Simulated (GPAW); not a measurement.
Band structure of Ca₂Si (Fm-3m, 3 atoms in the cell).

```
CELL_PARAMETERS angstrom
      0.00000     3.58523     3.58523
      3.58523     0.00000     3.58523
      3.58523     3.58523     0.00000
ATOMIC_POSITIONS crystal
  Ca 0.75000 0.75000 0.75000
  Ca 0.25000 0.25000 0.25000
  Si 0.00000 0.00000 0.00000
```

Computed with PBEsol, GPAW PAW datasets PBEsol (made by gpaw-setup) (plane waves; GPAW).

Settings: mode = pw; ecut = 600 eV; xc = PBEsol; kpts = 8 8 8; mesh shift (steps) = 0 0 0; occupations.name = fermi-dirac; occupations.width = 0 eV; nbands = -4; convergence.density = 1e-05 e/electron; convergence.energy = 1e-05 eV/electron; convergence.bands = -2; symmetry.symmorphic = false; symmetry.tolerance = 0.0005; maxiter = 120.

The starting cell comes from a database of computed structures (which also holds hypothetical and non-ambient phases and stackings), without a prior relaxation at this level.

Q: Predict the gap along the standard path and the places of the band edges.

A: The gap along the path is 0.52 eV, direct at X to within 0.01 eV.

Levels in eV from the top of the valence band on the SCF mesh, bands 9 to 16:
```tsv
point	9	10	11	12	13	14	15	16
Γ	-6.52	-0.34	-0.34	-0.34	1.70	1.89	1.89	4.81
X	-5.61	-1.92	0.00	0.00	0.52	1.68	2.66	3.99
W	-5.61	-1.19	-1.19	-0.34	1.15	2.62	2.62	3.43
K	-5.63	-1.55	-0.92	0.00	0.98	2.36	2.82	3.36
L	-5.82	-1.92	-0.04	-0.04	2.43	2.43	2.63	3.02
U	-5.63	-1.55	-0.92	0.00	0.98	2.36	2.82	3.36
```
